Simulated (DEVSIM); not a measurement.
Structure: Schottky contact on p-type Si, at 300 K.

| layer (left to right) | material | thickness (μm) | Na (cm⁻³) | τn (s) | τp (s) |
|---|---|---|---|---|---|
| 1 | Si | 0.400 | 8.7e16 | 7.3e-5 | 7.3e-5 |
| 2 | Si | 48.0 | 8.9e17 | 7.3e-5 | 7.3e-5 |

Left contact: Schottky, work function 4.664 eV, emission velocity 1.7e6 cm/s. Right contact: ohmic. Voltage is applied to the left contact. Recombination: SRH at mid-gap. Mobility is μmin + (μ − μmin)/(1 + (N/Nref)^α).

The device is made up for the run: typed textbook-type constants, with dimensions and the other settings drawn at random. Values at 300 K; Nc and Nv go as T^1.5, mobilities as T to minus their exponent, the gap by Varshni's rule with the affinity fixed.

```csv
parameter,Si
gap (eV),1.124
affinity (eV),4.05
permittivity,11.7
Nc (cm⁻³),2.86e19
Nv (cm⁻³),3.1e19
μn (cm²/Vs),1417
μp (cm²/Vs),470
"μn,min",52
"μp,min",45
"Nref,n",9.7e16
"Nref,p",2.2e17
αn,0.68
αp,0.72
T exponent of μn,2.3
T exponent of μp,2.2
Varshni α (eV/K),0.000473
Varshni β (K),636
```

Simulated with DEVSIM: 1D drift-diffusion, Boltzmann statistics, complete ionisation; no tunnelling, impact ionisation, image-force lowering or self-heating. Metal contacts follow the ideal Schottky-Mott rule: no Fermi-level pinning, no interface dipoles.

The temperature was swept, all else fixed.

```tsv
temperature (K)	potential step across the device at zero bias (V)	dark forward voltage at 100 A/cm² (V)
250	0.452	0.301
300	0.418	0.243
350	0.383	0.183
400	0.345	0.123
450	0.306	(withheld)
500	0.265	0.060
```

Some entries are withheld; supply them.


- 450, dark forward voltage at 100 A/cm² (V): 0.079
